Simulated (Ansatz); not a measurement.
Abridged Ansatz (a program for electronic structure) output:

```
Relaxation: its limit of steps is 50 (relax.max_steps)
Pseudopotential: Hf, paw, valence charge 26
Pseudopotential: O, paw, valence charge 6
Crystal: 3 atoms, lattice volume = 32.445 Å³
Basis set: ecut = 420 eV, 609 PW (Γ), exchange–correlation on 48×48×48 points (8 copies of the dense FFT grid, shifted against one another)
Bands: 23, of which v1, the nominal top of the filled ones, is band 19 counted from 1 (18 counted from 0)
Symmetry: 48 space group operations
k-points: 56 of 1331
Functional: x = pbe(κ = 0.804, μ = 0.2195149727645171), c = pbe(β = 0.06672455060314922)
SCF iter   1: F=—  HF=-16862.743516 eV  |F-HF|=—  |Δ(HF+E_count)|=         —  Δρ=8.59e-2  dr2=1.77e0  ethr=3.10e-3  ⟨swp⟩=4.8  Hψ=4833  notcnv=0
SCF iter   2: F=—  HF=-16862.250715 eV  |F-HF|=—  |Δ(HF+E_count)|=   4.93e-1  Δρ=2.93e-2  dr2=1.46e-1  ethr=3.10e-3  ⟨swp⟩=2.5  Hψ=3052  notcnv=0
SCF 1 converged in 9 iterations: F = -16862.245363 eV  dr2 = 8.88e-12
relax step   1: F+E_penalty+E_count = -16862.24536285 eV  Δ(F+E_penalty+E_count) = +0.000e0 eV  max|allowed force component| = 1.542e-18 eV/Å  Δτ_max = 0.0000 Å  (9 SCF iters, accepted)
SCF converged after 9 iterations
Free energy (F): -16862.245363 eV
Internal energy: -16862.245363 eV  (E = F + TS)
E sigma→0 (E₀):  -16862.245363 eV
Fermi energy:    16.820971 eV
--- Forces (eV/Å), atoms counted from 1 ---
  atom   1  Hf    -0.00000000     0.00000000    -0.00000000
  atom   2  O      0.00000000     0.00000000     0.00000000
  atom   3  O      0.00000000     0.00000000     0.00000000
--- Stress (GPa, compression-positive) ---
        5.340199      -0.000000      -0.000000
       -0.000000       5.340199       0.000000
        0.000000      -0.000000       5.340199
  P = ⅓ Tr σ = 5.3402 GPa (53.402 kbar)
--- Relaxed structure (1 steps of the walk, 1 accepted, 0 SCFs on fresh bases) ---
  atoms:
    - { symbol: Hf, position: [0.0, 0.0, 0.0] }
    - { symbol: O, position: [0.25, 0.25, 0.25] }
    - { symbol: O, position: [0.75, 0.75, 0.75] }
```

Question: What was computed, and what are the main results?

Answer: HfO2, 3 atoms in the cell, with Ansatz, PBE, PAW, cutoff 420 eV, without spin-orbit coupling, earlier PAW set. The last SCF converged to F = -16862.245363 eV, or -5620.7485 eV per atom, at a pressure of 5.34 GPa. The total energy compares only with runs of the same code, potentials and settings.

Spin-orbit coupling, missing from the scalar runs, can matter with Hf. The cells carry an imposed strain or load. No phonon test of stability was made. The cell was made from HfO2 in the fluorite structure (space group Fm-3m, No. 225) by this change: isotropic strain −0.69 %. This is not the structure that HfO2 has at room temperature and ambient pressure.

Keys are those of Ansatz 0.2.
